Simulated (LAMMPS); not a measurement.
Pressure dependence of Fe (bcc) at 1090 K, from the crystal.

Level of theory: classical MD, pair style eam/fs, file VFe_mm.eam.fs, run in LAMMPS.

```tsv
P (GPa)	state	volume	coordination number
0	crystal; no diffusion seen in 30 ps	12.0147 ± 0.0002 Å³/atom	14.0 (counted to 3.46 Å)
2	crystal; no diffusion seen in 30 ps	11.8321 ± 0.0005 Å³/atom	14.0 (counted to 3.46 Å)
5	crystal; no diffusion seen in 30 ps	11.5881 ± 0.0002 Å³/atom	14.0 (counted to 3.42 Å)
```

Caution: in nature this polymorph isn't the stable one over the whole range of temperature at this pressure, and short runs keep a crystal in its starting form.

Caution (rows 2; 5): a run this short can hold a crystal over, or a liquid under, the potential's own melting point, which these runs don't give.

Estimate the isothermal bulk modulus at zero pressure. A parabola P(ln V) through the three points gives −dP/d ln V = 120 GPa at zero pressure.

States go by the mean squared displacement: a species diffuses where it passes 1.5 Å², still rises and gives D over 1e-6 cm²/s; a crystal has left its structure where atoms lie 0.35 Å off their sites on average or a cubic box changes its shape by 3 %, or the axial ratios of another lie 8 % off the starting cell's, which the potential's own relaxation can also do.

Uncertainties are statistical and leave out the potential's own error.
